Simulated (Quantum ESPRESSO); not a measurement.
## Quick settings and what they miss: CdAu (Pm-3m, 2 atoms in the cell)

Self-consistent single point.

```
CdAu
1.0
    3.39894     0.00000     0.00000
    0.00000     3.39894     0.00000
    0.00000     0.00000     3.39894
Cd Au
1 1
Direct
  0.00000   0.00000   0.00000
  0.50000   0.50000   0.50000
```

Method of the run: PBEsol, GBRV 1.5 ultrasoft (PBESOL) pseudopotentials (plane waves; Quantum ESPRESSO).

Base settings: ecutwfc = 40 Ry; ecutrho = 320 Ry; occupations = smearing; smearing = marzari-vanderbilt; degauss = 0.0073499 Ry; potentials = {Cd: cd_pbesol_v1.uspp.F.UPF, Au: au_pbesol_v1.uspp.F.UPF}; K_POINTS = automatic 7 7 7 1 1 1; conv_thr = 1e-09 Ry; mixing_beta = 0.7.

Tight run (finer mesh or higher cutoff; not a proven limit): ecutwfc: 40 Ry → 56 Ry; ecutrho: 320 Ry → 448 Ry; conv_thr: 1e-09 Ry → 7.3e-11 Ry; K_POINTS: automatic 7 7 7 1 1 1 → automatic 10 10 10 1 1 1. It gave Fermi level (on the code's own zero) 12.93 eV; pressure -7.75 GPa.

Quick runs, as changes from the base:
- A: the base itself
- B: ecutwfc: 40 Ry → 28 Ry; ecutrho: 320 Ry → 224 Ry; smearing: marzari-vanderbilt → methfessel-paxton; degauss: 0.0073499 Ry → 0.0099958 Ry; K_POINTS: automatic 7 7 7 1 1 1 → automatic 8 8 8 1 1 1
- C: ecutwfc: 40 Ry → 20 Ry; ecutrho: 320 Ry → 160 Ry; conv_thr: 1e-09 Ry → 7.3e-06 Ry; K_POINTS: automatic 7 7 7 1 1 1 → automatic 2 2 2 1 1 1
- D: ecutwfc: 40 Ry → 28 Ry; ecutrho: 320 Ry → 224 Ry; conv_thr: 1e-09 Ry → 7.3e-05 Ry; K_POINTS: automatic 7 7 7 1 1 1 → automatic 4 4 4 1 1 1
- E: ecutwfc: 40 Ry → 20 Ry; ecutrho: 320 Ry → 160 Ry; degauss: 0.0073499 Ry → 0.019992 Ry; conv_thr: 1e-09 Ry → 7.3e-05 Ry; pseudopotentials: {Cd: cd_pbesol_v1.uspp.F.UPF, Au: au_pbesol_v1.uspp.F.UPF} → {Cd: cd_lda_v1.uspp.F.UPF, Au: au_lda_v1.uspp.F.UPF}; K_POINTS: automatic 7 7 7 1 1 1 → automatic 4 4 4 1 1 1 [LDA (PZ)]
- F: ecutwfc: 40 Ry → 20 Ry; ecutrho: 320 Ry → 160 Ry; smearing: marzari-vanderbilt → gaussian; degauss: 0.0073499 Ry → 0.0147 Ry; conv_thr: 1e-09 Ry → 7.3e-06 Ry; K_POINTS: automatic 7 7 7 1 1 1 → automatic 8 8 8 1 1 1

Energies are extrapolated to zero smearing width, which holds to low order in the width alone (under cold and Methfessel-Paxton smearing the free energy itself is taken).

Dashes: pressure of C, D, E, F, not trusted under this conv_thr with d or f elements; energy of E, another energy zero.

† marks runs with another functional, U, potentials or spin treatment: their distance from the tight run is not a convergence error alone.

The count of work is k-points × plane waves × bands × iterations; it is no time. 

The starting cell comes from a database of computed structures (which also holds hypothetical and non-ambient phases and stackings), without a prior relaxation at this level. Its lattice was rescaled by a random factor within 2.5 % of one. In the base run, with a pressure of about -7 GPa the cell is away from its equilibrium volume at this level.

```
run  energy less tight (meV/atom)  pressure less tight (GPa)  count of work / tight
---  ----------------------------  -------------------------  ---------------------
A                            27.2                       0.86                   0.28
B                            59.1                       1.19                   0.21
C                          2073.2                          –                 0.0033
D                           121.8                          –                  0.022
E†                              –                          –                  0.014
F                          1250.4                          –                  0.068
```

Among the runs at the tight run's level, the energy misses run from 27.2 to 2073.2 meV/atom.
